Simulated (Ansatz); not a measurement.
System: Al-vacancy pair (Al on one host Ag site, one Ag site vacant) in fcc Ag (neutral cell). The step: Al and the vacancy change places (Al-vacancy distance between ideal sites 2.93 Å throughout); the atom moves 3.00 Å along (0.00, 0.51, 0.51) of the unit cell; the moving atom starts with neighbours 5 Ag at 2.86, 4 Ag at 2.89, 2 Ag at 2.91 Å and ends with 5 Ag at 2.86, 4 Ag at 2.89, 2 Ag at 2.91 Å. A PBE band in Ansatz (plane-wave PAW, a 2×2×2 k-point mesh shifted by half a step, 32 host sites, 17 SCF runs with any check of the saddle's order, static, no finite-size correction) gives a forward barrier of 0.43 eV. The saddle point's order was not checked, and it lies on a symmetry element of the cell, where a band can be held. Forms of the defect that were not tried may lie lower.

Single points at the band's start and saddle point can refine it. Rough cost of one point, in units of the band's mean SCF on the same machine:

```
Level                                                          Cost of one point
-------------------------------------------------------------  -----------------
PBE, a 4×4×4 k-point mesh shifted by half a step                         about 7
r2SCAN at 500 eV, a 2×2×2 k-point mesh shifted by half a step            under 2
```

Problem. Which of these move the barrier by more than 0.1 eV, and how far does each move it?

Solution. Not one does. PBE, a 4×4×4 k-point mesh shifted by half a step: +0.01 eV; r2SCAN at 500 eV, a 2×2×2 k-point mesh shifted by half a step: -0.04 eV. Each functional is compared with PBE at the same k-points.

Ansatz is an electronic-structure program.
